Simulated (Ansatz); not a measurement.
The starting structures come from a database of crystals and need not be the phases stable at ambient conditions.

Tunnelling through a barrier is set by its complex band structure: the current falls as exp(−2κd) with the smallest κ.

Consider the following.

```yaml
crystal:
  lattice:
    - [3.65429, 0.00000, 0.00000]
    - [0.00000, 3.65429, 0.00000]
    - [1.82714, 1.82714, 2.66149]
  atoms:
    - { symbol: Be, position: [0.00000, 0.00000, 0.00000] }
    - { symbol: Se, position: [0.75000, 0.25000, 0.50000] }
```

The cell is strained (lengths along the current scaled by 1.03, ions clamped); by PBEsol it stands under a pressure of -3.8 GPa.

Transport runs along the normal of the first two printed cell vectors, the (001) (indices of the unstrained crystal) plane of the conventional cell.

No gap correction and no spin-orbit coupling; mid-gap is the computed energy nearest the middle.

### Question
Predict the band gap and the smallest decay constant κ at mid-gap from PBEsol run with Ansatz (a first-principles code).

### Answer
Gap 2.46 eV on a 12×12×12 mesh; κ = 0.226 1/Å, at the zone centre.
